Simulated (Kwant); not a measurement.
Device: wire with a row of barriers in a Ge (holes) two-dimensional gas. Effective mass 0.06 mₑ, grid spacing 6.2 nm, hard walls, nominal width 150 nm (25 grid rows, so walls 161.2 nm apart), one parabolic valley, scattering region 620 nm long along x; energies count from the band bottom; Fermi energy swept from 0.00022283 to 0.0026461 eV. 4 barrier(s) across the wire, height 0.017 eV, thickness 12.4 nm (about 2 grid columns), spaced by 49.6 nm.

The device is made up for the run: typed textbook-type constants, with dimensions and the other settings drawn at random.

Kwant, effective-mass tight-binding model on a square grid, one spin, coherent transport at 0 K. Conductance is in e²/h.

**Question.** How many channels do the leads carry at E = 1.34, 1.87 meV?

**Answer.** The hard-wall thresholds are n² ħ²π²/(2mW²) = n² × 0.241 meV with W = 161.2 nm. √(1.34/0.241) = 2.35, so 2. √(1.87/0.241) = 2.78, so 2.
